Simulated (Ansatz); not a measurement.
The parent structure is Zr in the hcp (Mg type) structure (space group P6_3/mmc, No. 194; relaxed with 0.1 eV smearing).

```yaml
crystal:
  lattice:
    - [3.23041, 0.00000, 0.00000]
    - [-1.61520, 2.79762, 0.00000]
    - [0.00000, 0.00000, 5.17879]
  atoms:
    - { symbol: Zr, position: [0.66667, 0.33333, 0.75000] }
    - { symbol: Zr, position: [0.33333, 0.66667, 0.25000] }
```

Cartesian axes are those of the cell as printed.

The values are results of Ansatz (a first-principles code), PBE, PAW, cutoff 420 eV, no spin-orbit coupling, not measurements.

It is then changed as follows: the cell is scaled by 0.9700 in all directions; the atoms relax in the strained cell.

**Question.** Predict the stress tensor and what it implies for the stiffness.

**Answer.** Stress of the strained cell less that of the base (GPa, compression positive):
```
    9.6     0.0     0.0
    0.0     9.6     0.0
    0.0     0.0    10.6
```

Then B = −ΔP/(ΔV/V₀) with ΔV/V₀ = -0.0873 gives secant stiffness values (nonlinear terms included at this strain): B (at held cell shape, above the free-shape value) ≈ 113 GPa.

As a check, the harmonic strain energy −½ V₀ Δσ:ε is 65 meV/atom; the computed energy rise is 59 meV/atom.

Stability against distortions was not tested. The final runs are not spin-polarised.
